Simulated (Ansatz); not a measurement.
SiO2 (Pbcn, No. 60; cell taken from a computed entry) was calculated with LDA (Ansatz, an electronic-structure program, plane waves, PAW).

Numerical settings: plane-wave cutoff 520 eV, 8×8×8 k mesh, scalar-relativistic PAW data made under PBE.

Computed at the level's own relaxed cell.

Elastic tensor (GPa, Voigt notation, ions relaxed):

```
  563.0   192.2   179.6     0.0     0.0     0.0
  192.2   622.4   173.2     0.0     0.0     0.0
  179.6   173.2   690.3     0.0     0.0     0.0
    0.0     0.0     0.0   220.1     0.0     0.0
    0.0     0.0     0.0     0.0   243.5     0.0
    0.0     0.0     0.0     0.0     0.0   267.7
```

### Question
Work out the Voigt, Reuss and Hill averages of the bulk and shear moduli, Young's modulus and Poisson's ratio from the printed constants.

### Answer
K_V = [C11 + C22 + C33 + 2(C12 + C13 + C23)]/9 = [1875.7 + 2 × 545.0]/9 = 329.5 GPa. G_V = [1875.7 − 545.0 + 3 × 731.3]/15 = 235.0 GPa. From the compliances S = C⁻¹, K_R = 328.1 and G_R = 232.2 GPa. Hill means: K = 328.8, G = 233.6 GPa. E = 9KG/(3K + G) = 567 GPa, ν = (3K − 2G)/(6K + 2G) = 0.21, K/G = 1.41.

Note: the relaxation could not lower the start's symmetry, so the cell can be a saddle point above a distorted one.

Static lattice: no zero-point or thermal effects.
